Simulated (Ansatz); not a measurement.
1T (CdI2-type) CaI2

Calculation: LDA (Ansatz, an electronic-structure program, PAW).

Numerical settings: plane-wave cutoff 500 eV, 12×12×6 k mesh (along the axes of the cell as run), gaussian smearing 0.02 eV, scalar-relativistic PAW data made under PBE.

Cell (relaxed at this level):

```
CaI2
1.0
    4.34799     0.00000     0.00000
   -2.17400     3.76547     0.00000
    0.00000     0.00000     6.77134
Ca I
1 2
Direct
  0.00000   0.00000   0.00000
  0.33333   0.66667   0.25924
  0.66667   0.33333   0.74076
```

```
Property                        Value
--------  ---------------------------
band gap  3.11 eV (on the SCF k mesh)
```

Note: the volume lies 8 % below that of the published cell.

Spin–orbit coupling is not included; with these elements it can move the gap by several tenths of an eV or more.

The result took around 2.6 core-minutes (rough).
